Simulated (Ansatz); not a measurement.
## Quick settings and what they miss: HfAu2 (I4/mmm, 3 atoms in the cell)

Self-consistent single point.

```yaml
crystal:
  lattice:
    - [-1.81115, 1.81115, 4.45040]
    - [1.81115, -1.81115, 4.45040]
    - [1.81115, 1.81115, -4.45040]
  atoms:
    - { symbol: Hf, position: [0.00000, 0.00000, 0.00000] }
    - { symbol: Au, position: [0.66735, 0.66735, 0.00000] }
    - { symbol: Au, position: [0.33265, 0.33265, 0.00000] }
```

Level of theory: r2SCAN, harder PAW files (source: ansatz) made with PBE (plane waves; Ansatz, a first-principles code).

Base settings: basis.ecutwfc = 930 eV; kpoints.mp_grid.grid = 9 9 9; hamiltonian.xc = r2scan; hamiltonian.pseudopotentials = {kind: paw, source: ansatz}; scf.occupations.method = gaussian; scf.occupations.width = 0.1 eV.

Tight run (finer mesh or higher cutoff; not a proven limit): basis.ecutwfc: 930 eV → 1300 eV; kpoints.mp_grid.grid: 9 9 9 → 13 13 13; scf.convergence.dr2_threshold: default (1e-07 eV) → 1e-09 eV. It gave Fermi level (on the code's own zero) 19.77 eV; pressure -8.71 GPa; largest force (vector length) 0.081 eV/Å.

Quick runs, as changes from the base:
- A: the base itself
- B: basis.ecutwfc: 930 eV → 430 eV; kpoints.mp_grid.grid: 9 9 9 → 8 8 8; hamiltonian.xc: r2scan → lda [LDA (PW92)]
- C: basis.ecutwfc: 930 eV → 650 eV; kpoints.mp_grid.grid: 9 9 9 → 4 4 4; scf.occupations.method: gaussian → cold; scf.occupations.width: 0.1 eV → 0.5 eV
- D: kpoints.mp_grid.grid: 9 9 9 → 4 4 4; scf.occupations.width: 0.1 eV → 0.136 eV
- E: basis.ecutwfc: 930 eV → 745 eV; kpoints.mp_grid.grid: 9 9 9 → 2 2 2; kpoints.mp_grid.shift: default → 0.5 0.5 0.5; scf.convergence.dr2_threshold: default (1e-07 eV) → 0.0001 eV
- F: basis.ecutwfc: 930 eV → 560 eV; kpoints.mp_grid.grid: 9 9 9 → 1 1 1; scf.convergence.dr2_threshold: default (1e-07 eV) → 0.0001 eV

Energies are extrapolated to zero smearing width, which holds to low order in the width alone.

Dashes: energy of B, another energy zero; count of B, another kind of functional, whose work the count does not hold.

† marks runs with another functional, U, potentials or spin treatment: their distance from the tight run is not a convergence error alone.

The count of work is k-points × plane waves × bands × iterations; it is no time. 

Pressures in the table are Ansatz's without its Pulay estimate, at a fixed set of plane waves; the tight run's value above holds the estimate.

The starting cell comes from a database of computed structures (which also holds hypothetical and non-ambient phases and stackings), without a prior relaxation at this level. Its lattice was rescaled by a random factor within 2.5 % of one. In the base run, with a pressure of about -9 GPa the cell is away from its equilibrium volume at this level.

```tsv
run	energy less tight (meV/atom)	pressure less tight (GPa)	largest miss in a force vector (eV/Å)	count of work / tight
A	0.7	-0.02	0.006	0.19
B†	–	-17.20	0.011	–
C	23.1	-0.03	0.028	0.020
D	18.1	-0.18	0.057	0.031
E	-139.0	1.45	0.823	0.0045
F	-252.5	-9.82	1.261	0.00096
```

Among the runs at the tight run's level, the energy misses run from 0.7 to 252.5 meV/atom.

Keys are those of Ansatz 0.2.
